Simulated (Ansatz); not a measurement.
Worked example: self-consistent single point of Mg3Mo (I4/mmm, 4 atoms in the cell) in Ansatz (a program for electronic structure).

Computed with PBE (plane waves, PAW; Ansatz).

The change in words: lattice scaled by 1.03; basis.ecutwfc: 30.9 Ry → 18.4 Ry. Reference geometry:
```yaml
crystal:
  lattice:
    - [-2.08724, 2.08724, 4.64921]
    - [2.08724, -2.08724, 4.64921]
    - [2.08724, 2.08724, -4.64921]
  atoms:
    - { symbol: Mg, position: [0.50000, 0.50000, 0.00000] }
    - { symbol: Mg, position: [0.75000, 0.25000, 0.50000] }
    - { symbol: Mg, position: [0.25000, 0.75000, 0.50000] }
    - { symbol: Mo, position: [0.00000, 0.00000, 0.00000] }
```

Reference input (self-consistent single point, DFT, PBE, plane waves, default PAW files): basis.ecutwfc = 30.9 Ry; kpoints.mp_grid.grid = 8 8 8; hamiltonian.xc = pbe; hamiltonian.pseudopotentials = {kind: paw}, with the files named one by one; scf.occupations.method = cold; scf.occupations.width = 0.0073 Ry. This run's input differs from it in these lines:

Ansatz 0.2 input:
```diff
@@ -3,12 +3,12 @@
   lattice:
-    - [-2.08723900, 2.08723900, 4.64920700]
-    - [2.08723900, -2.08723900, 4.64920700]
-    - [2.08723900, 2.08723900, -4.64920700]
+    - [-2.14985600, 2.14985600, 4.78868300]
+    - [2.14985600, -2.14985600, 4.78868300]
+    - [2.14985600, 2.14985600, -4.78868300]
   atoms:
-    - { symbol: Mg, position_ang: [0.00000000, 0.00000000, 4.64920700] }
-    - { symbol: Mg, position_ang: [0.00000000, 2.08723900, 2.32460350] }
-    - { symbol: Mg, position_ang: [2.08723900, 0.00000000, 2.32460350] }
+    - { symbol: Mg, position_ang: [0.00000000, 0.00000000, 4.78868300] }
+    - { symbol: Mg, position_ang: [-0.00000000, 2.14985600, 2.39434150] }
+    - { symbol: Mg, position_ang: [2.14985600, 0.00000000, 2.39434150] }
     - { symbol: Mo, position_ang: [0.00000000, 0.00000000, 0.00000000] }
 basis:
-  ecutwfc: 30.9 Ry
+  ecutwfc: 18.4 Ry
 kpoints:
```

The program printed (abridged):

```
SCF iter   1: F=—  HF=-10724.193860 eV  |F-HF|=—  |Δ(HF+E_count)|=         —  Δρ=1.18e-2  dr2=5.31e-2  ethr=1.77e-3  ⟨swp⟩=5.2  Hψ=5929  notcnv=0
all-band conjugate gradients solve this SCF's bands
preconditioner: auto → Kerker (q_TF=auto, 2.428 Å⁻¹)
SCF iter   2: F=—  HF=-10724.181587 eV  |F-HF|=—  |Δ(HF+E_count)|=   1.23e-2  S|Δr|=    0.00e0  Δρ=6.08e-3  dr2=2.07e-2  ethr=1.21e-4  ⟨swp⟩=2.7  Hψ=3373  notcnv=0
   [... lines left out ...]
SCF iter   5: F=—  HF=-10724.177570 eV  |F-HF|=—  |Δ(HF+E_count)|=   6.39e-5  S|Δr|=    0.00e0  Δρ=1.09e-4  dr2=2.79e-5  ethr=5.39e-7  ⟨swp⟩=2.0  Hψ=1895  notcnv=0
SCF iter   6: F=—  HF=-10724.177524 eV  |F-HF|=—  |Δ(HF+E_count)|=   4.66e-5  S|Δr|=    0.00e0  Δρ=2.23e-5  dr2=4.02e-7  ethr=6.34e-8  ⟨swp⟩=2.0  Hψ=1941  notcnv=0  defer=1
SCF iter   7: F=-10724.177524 eV  HF=-10724.177524 eV  |F-HF|=5.11e-9  |Δ(HF+E_count)|=   3.77e-8  S|Δr|=    0.00e0  Δρ=4.25e-6  dr2=1.78e-8  ethr=2.27e-10  ⟨swp⟩=5.3  Hψ=5894  notcnv=0
SCF 1 converged in 7 iterations: F = -10724.177524 eV  dr2 = 1.78e-8
Stability not checked (fill_not_monotonic)
Free energy (F): -10724.177524 eV
Internal energy: -10724.180967 eV  (E = F + TS)
E sigma→0 (E₀):  -10724.178671 eV
Entropy (-TS):   0.003443 eV (0.861 meV/atom)
Fermi energy:    7.316293 eV
--- Forces (eV/Å), atoms counted from 1 ---
  atom   1  Mg    -0.00000000    -0.00000000     0.00000000
   [... zero for the other atoms too ...]
--- Stress (GPa, compression-positive) ---
       -7.007211       0.000000      -0.000000
        0.000000      -7.007211      -0.000000
        0.000000       0.000000      -9.872602
  P = ⅓ Tr σ = -7.9623 GPa (-79.623 kbar)
  The stress holds the Pulay correction. Without it, at fixed plane waves, as pw.x and ABINIT print it: P = -22.5274 GPa
```

The run converged in 7 iterations. Against the reference run the free energy rises by 351 meV/atom and the pressure goes from -4.28 to -7.96 GPa.

The starting cell was generated: these elements placed on a structure prototype, without a prior relaxation; it need not be a known phase or ordering of this composition. For this run, on top of that: lattice scaled by 1.03. Spin polarisation is off. Ansatz's pressure includes its estimate of the finite-basis (Pulay) stress. Without the estimate this run gives -22.53 GPa. The cutoff lies below the one recommended for these files.
